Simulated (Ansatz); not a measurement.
Abridged Ansatz (an electronic-structure program) output:

```
Relaxation: its limit of steps is 50 (relax.max_steps)
Pseudopotential: Ga, paw, valence charge 13
Pseudopotential: Cu, paw, valence charge 19
Pseudopotential: Se, paw, valence charge 16
Crystal: 8 atoms, lattice volume = 177.596 Å³
Basis set: ecut = 420 eV, 3475 PW (Γ), exchange–correlation on 80×80×96 points (8 copies of the dense FFT grid, shifted against one another)
Bands: 77, of which v1, the nominal top of the filled ones, is band 64 counted from 1 (63 counted from 0)
Symmetry: 8 space group operations
k-points: 59 of 512 (time reversal used)
Functional: x = pbesol(κ = 0.804, μ = 0.12345679012345678), c = pbesol(β = 0.046)
SCF iter   1: F=—  HF=-42364.384835 eV  |F-HF|=—  |Δ(HF+E_count)|=         —  Δρ=8.80e-3  dr2=9.42e-2  ethr=1.77e-3  ⟨swp⟩=6.0  Hψ=16000  notcnv=0  defer=2
SCF iter   2: F=—  HF=-42364.388776 eV  |F-HF|=—  |Δ(HF+E_count)|=   3.94e-3  Δρ=8.90e-3  dr2=9.26e-2  ethr=7.36e-5  ⟨swp⟩=2.0  Hψ=9477  notcnv=0  defer=317
SCF 1 converged in 9 iterations: F = -42364.366845 eV  dr2 = 3.69e-9
relax step   1: F+E_penalty+E_count = -42364.36684450 eV  Δ(F+E_penalty+E_count) = +0.000e0 eV  max|allowed force component| = 6.043e-2 eV/Å  Δτ_max = 0.0000 Å  P = -2.211 GPa  Ω = 177.596 Å³  fix = [a, b, gamma]  reactions: a -2.642, b -2.642 GPa  (9 SCF iters, dr2 threshold 1.00e-7 eV, accepted)
[... steps on the carried basis left out ...]
relax step   5: F+E_penalty+E_count = -42364.37999323 eV  Δ(F+E_penalty+E_count) = +4.143e-6 eV  max|allowed force component| = 1.729e-5 eV/Å  Δτ_max = 0.0001 Å  P = -1.195 GPa  Ω = 174.712 Å³  energy of the carried Pulay correction = -5.061e-6 eV  fix = [a, b, gamma]  reactions: a -1.792, b -1.792 GPa  (6 SCF iters, dr2 threshold 2.63e-10 eV, accepted)
Crystal: 8 atoms, lattice volume = 174.712 Å³
SCF iter   1: F=—  HF=-42364.379979 eV  |F-HF|=—  |Δ(HF+E_count)|=         —  Δρ=1.35e-5  dr2=6.91e-9  ethr=1.37e-7  ⟨swp⟩=3.0  Hψ=27943  notcnv=0
SCF iter   2: F=—  HF=-42364.379997 eV  |F-HF|=—  |Δ(HF+E_count)|=   1.85e-5  Δρ=6.84e-6  dr2=1.74e-9  ethr=5.40e-12  ⟨swp⟩=3.5  Hψ=12510  notcnv=0
SCF 6 converged in 7 iterations: F = -42364.379998 eV  dr2 = 1.48e-13
SCF converged after 7 iterations
Free energy (F): -42364.379998 eV
Internal energy: -42364.379304 eV  (E = F + TS)
E sigma→0 (E₀):  -42364.379651 eV
[...]
  atom   3  Cu     0.00000000    -0.00000000     0.00000000
  atom   4  Cu     0.00000000    -0.00000000     0.00000000
  atom   5  Se     0.00000000    -0.00001668     0.00000000
  atom   6  Se    -0.00001668    -0.00000000     0.00000000
  atom   7  Se    -0.00000000     0.00001668     0.00000000
  atom   8  Se     0.00001668     0.00000000     0.00000000
--- Stress (GPa, compression-positive) ---
       -1.792093       0.000000       0.000000
        0.000000      -1.792093       0.000000
        0.000000       0.000000      -0.000122
  P = ⅓ Tr σ = -1.1948 GPa (-11.948 kbar)
--- Relaxed structure (4 steps of the walk, 4 accepted, 2 SCFs on fresh bases) ---
  cell:  # Å, volume = 174.7123 Å³
    - [5.69536202, 0.0, 0.0]
    - [0.0, 5.69536202, -3.146662181408604e-33]
    - [2.84768101, -2.84768101, 5.386179047733477]
  atoms:
    - { symbol: Ga, position: [0.5000000000000001, 0.5000000000000001, 1.710717396294105e-35] }
    - { symbol: Ga, position: [0.7500000000000002, 0.75, 0.5000000000000001] }
    - { symbol: Cu, position: [-2.8257424095811196e-20, -1.9036580443493878e-20, -4.809245692393069e-37] }
    - { symbol: Cu, position: [0.25000000000000006, 0.25000000000000006, 0.5000000000000001] }
    - { symbol: Se, position: [0.6250000000000001, 0.36813045406295913, 0.25000000000000006] }
    - { symbol: Se, position: [0.3681304540629591, 0.1250000000000001, 0.7500000000000002] }
    - { symbol: Se, position: [0.12500000000000003, 0.8818695459370409, 0.25000000000000006] }
    - { symbol: Se, position: [0.8818695459370408, 0.6250000000000002, 0.7500000000000002] }
```

Question: What was computed, and what are the main results?

Answer: GaCuSe2, 8 atoms in the cell, with Ansatz PBEsol, spin-orbit coupling left out. The last SCF converged to F = -42364.379998 eV, or -5295.5475 eV per atom, at a pressure of -1.19 GPa. The total energy compares only with runs of the same code, potentials and settings.

The cells carry an imposed strain or load. No phonon test of stability was made. All final runs are without spin polarisation. The cell was made from GaCuSe₂ in the chalcopyrite structure (space group I-42d, No. 122) by this change: biaxial strain +2.25 %, plane normal [001], relaxed out of plane.

Keys are those of Ansatz 0.2.
